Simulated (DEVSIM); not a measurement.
Device: Schottky contact on n-type Si, at 300 K.

Layer 1 from the left is Si, thickness (μm) 14.0, Nd (cm⁻³) 3.2e16, τn (s) 4.6e-7, τp (s) 4.6e-7.

Left contact: Schottky, work function 4.78 eV, emission velocity 6.6e6 cm/s. Right contact: ohmic. Voltage is applied to the left contact. Recombination: SRH at mid-gap, Auger. Mobility is μmin + (μ − μmin)/(1 + (N/Nref)^α).

Constants are typed, rounded textbook-type inputs, not results; the design itself was drawn at random and stands for no fabricated device. Values at 300 K.

Si: gap (eV) 1.124, affinity (eV) 4.05, permittivity 11.7, Nc (cm⁻³) 2.86e19, Nv (cm⁻³) 3.1e19, μn (cm²/Vs) 1417, μp (cm²/Vs) 470, μn,min 52, μp,min 45, Nref,n 9.7e16, Nref,p 2.2e17, αn 0.68, αp 0.72, Cn (cm⁶/s) 2.8e-31, Cp (cm⁶/s) 9.9e-32.

Problem. Estimate by hand the built-in potential, the peak field at zero bias, the capacitance at -1.5 V, and compare with a numerical solution.

Solution. 
- Built-in potential: barrier φB = 0.730 eV; Vbi = φB − kT/q ln(N_band/N) = 0.554 V; numerical 0.554 V.
- Peak field at zero bias: depletion approximation: W = √(2εVbi/(qN)) = 0.150 μm with N = 3.20e16 cm⁻³; field = 2Vbi/W = 74100 V/cm; numerical 72100 V/cm (estimate above by 2.8 %).
- Capacitance at -1.5 V: C = √(qεN / 2(Vbi + |V|)) = 36.0 nF/cm²; numerical 36.2 nF/cm² (estimate below by 0.63 %).

DEVSIM, 1D drift-diffusion, Boltzmann statistics, complete ionisation; no tunnelling, impact ionisation, image-force lowering or self-heating. Metal contacts follow the ideal Schottky-Mott rule: no Fermi-level pinning, no interface dipoles.
